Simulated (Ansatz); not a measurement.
**Worked sum: formation energy of the neutral Fe_i in Si (diamond, Fd-3m)**

Subject: the formation energy of the neutral Fe_i in Si (diamond, Fd-3m). Reaction: 216 Si (diamond) + Fe (bcc) → cell A.

A: a supercell of 216 sites of Si (diamond, Fd-3m) with Fe off the lattice sites (10 Si at 2.41–2.73 Å); spin state with PBE: net moment 2.0 μB a cell.

Fe (bcc, Im-3m), 1 atom in the cell; spin state with PBE: net moment 2.2 μB a cell.

Method: Ansatz (an electronic-structure program), PAW, neutral cells at 0 K with nuclei at rest, on structures from PBE. Ansatz runs with its default PAW set. Other levels take these structures. The lattices are those relaxed with PBE, so at other levels the solids can be strained. Larger cells are relaxed from a start prepared with the learned potential CHGNet till forces fall under 0.03 eV/Å, which some starts already meet. A dispersion term (D3(BJ), or D4 for r2SCAN) was computed beside these levels and is taken off wherever the name lacks it. The PAW files were made for PBE and serve at the other functionals too. Space groups of crystals are read within 0.01 Å. No search over spin orders was made beyond those shown. Mesh and cell size may move defect energies by 0.1 eV or more. Cell A has symmetry P-43m within 0.02 Å and got no random move, so less symmetric positions, which may lie lower, weren't tried. The state moves with the level: Fe (bcc) has a net moment of 2.6 μB with r2SCAN and 2.2 μB with PBE.

Total energies of the cells in eV, at zero smearing width. They compare only within one column; the weights balance every element.

| cell | atoms | weight | r2SCAN |
|---|---|---|---|
| A: Si:Fe_i | 217 | +1 | -142519.69830 |
| Si (diamond) | 216 | −1 | -138035.24749 |
| Fe (bcc) | 1 | −1 | -4485.88384 |

r2SCAN: (-142519.69830) − (-138035.24749) − (-4485.88384) = 1.433 eV.

What follows from the r2SCAN value: With the reservoirs of the reaction as written, and without entropy terms or charged states, the share of sites that hold the defect in equilibrium is exp(−1.43 eV/k_BT) = 6.2×10^-8 at 1000 K.
